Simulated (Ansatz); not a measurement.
Ansatz (a program for electronic structure) run on NiGe (Pm, 8 atoms in the cell): relaxation of the atoms.

Method of the run: LDA (PW92), default PAW files made with PBE (plane waves; Ansatz).

The change in words: one atom moved by 0.15 angstrom; relax: default → atoms; relax.f_tol: default → 0.05 eV/Å. Reference geometry:
```
NiGe
1.0
    5.30300     0.00000     0.00000
    0.00000     3.43366     0.00000
    0.00000     0.00000     5.74188
Ni Ge
4 4
Direct
  0.50554   0.25000   0.69073
  0.49446   0.75000   0.30927
  0.99446   0.75000   0.19073
  0.00554   0.25000   0.80927
  0.68966   0.25000   0.08698
  0.31034   0.75000   0.91302
  0.81034   0.75000   0.58698
  0.18966   0.25000   0.41302
```

Reference input (self-consistent single point, DFT, LDA (PW92), plane waves, default PAW files made with PBE): basis.ecutwfc = 30.9 Ry; kpoints.mp_grid.grid = 4 7 4; hamiltonian.xc = lda; hamiltonian.pseudopotentials = {kind: paw} (the program's default PAW files); scf.occupations.method = fermi_dirac; scf.occupations.width = 0.0073 Ry. This run's input differs from it in these lines:

```diff
@@ -6,3 +6,3 @@
   atoms:
-    - { symbol: Ni, position: [0.505540, 0.250000, 0.690730] }
+    - { symbol: Ni, position: [0.505540, 0.250000, 0.716854] }
     - { symbol: Ni, position: [0.494460, 0.750000, 0.309270] }
@@ -27,2 +27,4 @@
     width: 0.0073 Ry
+relax:
+  f_tol: 0.05
 output:
```

Log, with long lists cut:

```
   [... SCF lines of the steps left out ...]
relax step   1: F+E_penalty+E_count = -39959.40531935 eV  Δ(F+E_penalty+E_count) = +0.000e0 eV  max|allowed force component| = 1.351e0 eV/Å  Δτ_max = 0.0000 Å  (6 SCF iters, dr2 threshold 6.25e-5 eV, accepted)
relax step   2: F+E_penalty+E_count = -39959.46459529 eV  Δ(F+E_penalty+E_count) = -5.928e-2 eV  max|allowed force component| = 8.682e-1 eV/Å  Δτ_max = 0.0433 Å  (6 SCF iters, dr2 threshold 1.00e-4 eV, accepted)
relax step   3: F+E_penalty+E_count = -39959.50795955 eV  Δ(F+E_penalty+E_count) = -4.336e-2 eV  max|allowed force component| = 1.396e-2 eV/Å  Δτ_max = 0.0843 Å  (7 SCF iters, dr2 threshold 4.71e-5 eV, accepted)
relax step   4: F+E_penalty+E_count = -39959.50796090 eV  Δ(F+E_penalty+E_count) = -1.354e-6 eV  max|allowed force component| = 1.397e-2 eV/Å  Δτ_max = 0.0000 Å  (6 SCF iters, accepted)
the relaxation is at rest under the 2 symmetry operations that the run kept from its start: a minimum is not shown …
Free energy (F): -39959.507961 eV
Internal energy: -39959.437373 eV  (E = F + TS)
E sigma→0 (E₀):  -39959.472667 eV
Entropy (-TS):   -0.070588 eV (-8.823 meV/atom)
Fermi energy:    15.588929 eV
--- Forces (eV/Å), atoms counted from 1 ---
  atom   1  Ni     0.01396907     0.00000000    -0.00647291
  atom   2  Ni    -0.00191685    -0.00000000    -0.00054036
  atom   3  Ni    -0.00151412     0.00000000    -0.00409460
  atom   4  Ni     0.00703439    -0.00000000    -0.00612956
  atom   5  Ge     0.00670558    -0.00000000     0.00060755
   [... lines left out ...]
    - { symbol: Ni, position: [0.005591730549591908, 0.25, 0.8121199431397247] }
    - { symbol: Ge, position: [0.6914700983197912, 0.25, 0.09127614666953474] }
    - { symbol: Ge, position: [0.3085213303831246, 0.75, 0.9152485122747899] }
    - { symbol: Ge, position: [0.8086424479059522, 0.75, 0.5912827534047207] }
    - { symbol: Ge, position: [0.1916777699457779, 0.25, 0.41494060733850324] }
```

The run converged.  The full log also holds: “iter 5 did not close the SCF: its close was put off for the readings that it lacked (scf_convergence_deferred on its scf_iter line)”. The full log also holds: “iter 4 did not close the SCF: its close was put off for the readings that it lacked (scf_convergence_deferred on its scf_iter line)”.

Summary of the result:
- Free energy E − TS (on the zero of these files) = -39959.5080 eV
- Fermi level (on the code's own zero) = 15.59 eV
- Pressure = -4.03 GPa
- Largest force (vector length) = 0.015 eV/Å
- Relaxation steps = 4

The starting cell comes from a database of computed structures (which also holds hypothetical and non-ambient phases and stackings), without a prior relaxation at this level. Its lattice was rescaled by up to half a per cent. For this run, on top of that: one atom moved by 0.15 angstrom. Spin polarisation is off. Ansatz's pressure includes its estimate of the finite-basis (Pulay) stress.

Cost on one core of a shared machine: roughly 80 s.

Keys are those of Ansatz 0.2.
